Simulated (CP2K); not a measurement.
How a calculation on SbMo2 (Pnma, 12 atoms in the cell) responds to its settings

```xyz
12
Lattice="6.1042 0.0000 0.0000 0.0000 4.6396 0.0000 0.0000 0.0000 8.8236" Properties=species:S:1:pos:R:3 pbc="T T T"
Mo     3.2840     1.1599     6.9001
Mo     0.2320     1.1599     6.3354
Mo     2.8201     3.4797     1.9235
Mo     5.8722     3.4797     2.4883
Mo     1.0621     1.1599     0.5471
Mo     4.1142     1.1599     3.8647
Mo     5.0420     3.4797     8.2766
Mo     1.9900     3.4797     4.9589
Sb     4.2851     1.1599     0.9794
Sb     1.2330     1.1599     3.4324
Sb     1.8190     3.4797     7.8442
Sb     4.8711     3.4797     5.3912
```

Base run A: PBE, GPW, DZVP-MOLOPT-SR-GTH basis, GTH-PBE potentials (GTH_POTENTIALS) (CP2K), self-consistent single point.

Its settings: CUTOFF = 500 Ry; REL_CUTOFF = 50 Ry; SMEAR/METHOD = FERMI_DIRAC; ELECTRONIC_TEMPERATURE = 1160.45 K; KPOINTS/SCHEME = MONKHORST-PACK 3 4 2; GAMMA_CENTERED = T; XC_FUNCTIONAL = PBE; Mo/BASIS_SET = DZVP-MOLOPT-SR-GTH-q14; Mo/POTENTIAL = GTH-PBE-q14; Sb/BASIS_SET = DZVP-MOLOPT-SR-GTH-q5; Sb/POTENTIAL = GTH-PBE-q5; METHOD = GPW; EPS_DEFAULT = 1e-10; NGRIDS = 5; SCF_GUESS = ATOMIC; EPS_SCF = 1e-06; MAX_SCF = 100; ADDED_MOS = 21; MIXING/METHOD = BROYDEN_MIXING; MIXING/ALPHA = 0.3.

The starting cell was generated: these elements placed on a structure prototype, without a prior relaxation; it need not be a known phase or ordering of this composition. Its lattice was rescaled by a random factor within 2.5 % of one. Spin polarisation is off. Values carry the incompleteness of an atom-centred basis. In the base run, with a pressure of about -20 GPa the cell is away from its equilibrium volume at this level. Without a gap this mesh is coarse (it stands for a supercell whose shortest vector is 18 Å).

ΔF is the free energy per atom less that of run A. 

Run A gave: pressure (GPa) -20.16; largest force (eV/Å) 0.527; TS (meV/atom) 53.8.

Runs:
- B: SMEAR/METHOD: FERMI_DIRAC → GAUSSIAN; ELECTRONIC_TEMPERATURE: 1160.45 K → default; SIGMA: default → 0.2 eV
- C: SMEAR/METHOD: FERMI_DIRAC → GAUSSIAN; ELECTRONIC_TEMPERATURE: 1160.45 K → default; SIGMA: default → 0.3 eV
- D: ELECTRONIC_TEMPERATURE: 1160.45 K → 580.23 K
- E: SMEAR/METHOD: FERMI_DIRAC → METHFESSEL_PAXTON; ELECTRONIC_TEMPERATURE: 1160.45 K → default; SIGMA: default → 0.2 eV
- F: SMEAR/METHOD: FERMI_DIRAC → METHFESSEL_PAXTON; ELECTRONIC_TEMPERATURE: 1160.45 K → default; SIGMA: default → 0.3 eV
- G: SMEAR/METHOD: FERMI_DIRAC → MARZARI_VANDERBILT; ELECTRONIC_TEMPERATURE: 1160.45 K → default; SIGMA: default → 0.2 eV
- H: SMEAR/METHOD: FERMI_DIRAC → MARZARI_VANDERBILT; ELECTRONIC_TEMPERATURE: 1160.45 K → default; SIGMA: default → 0.3 eV

**Question.** What does run H change against A?

**Answer.** The free energy goes up by 23.5 meV/atom, the pressure goes from -20.16 to -20.41 GPa and the largest force moves little (0.527 to 0.532 eV/Å).

**Question.** What does run E change against A?

**Answer.** The free energy rises by 27.6 meV/atom, the pressure goes from -20.16 to -20.45 GPa and the largest force moves little (0.527 to 0.531 eV/Å).

**Question.** What does run G change against A?

**Answer.** The free energy rises by 26.0 meV/atom, the pressure goes from -20.16 to -20.44 GPa and the largest force goes from 0.527 to 0.538 eV/Å.

```tsv
run	ΔF (meV/atom)	pressure (GPa)	largest force (eV/Å)	TS (meV/atom)
A	0.00	-20.16	0.527	53.8
B	10.6	-20.27	0.531	33.7
C	-10.1	-20.05	0.526	73.2
D	20.6	-20.38	0.531	14.2
E	27.6	-20.45	0.531	1.0
F	26.7	-20.44	0.542	3.5
G	26.0	-20.44	0.538	4.1
H	23.5	-20.41	0.532	9.0
```
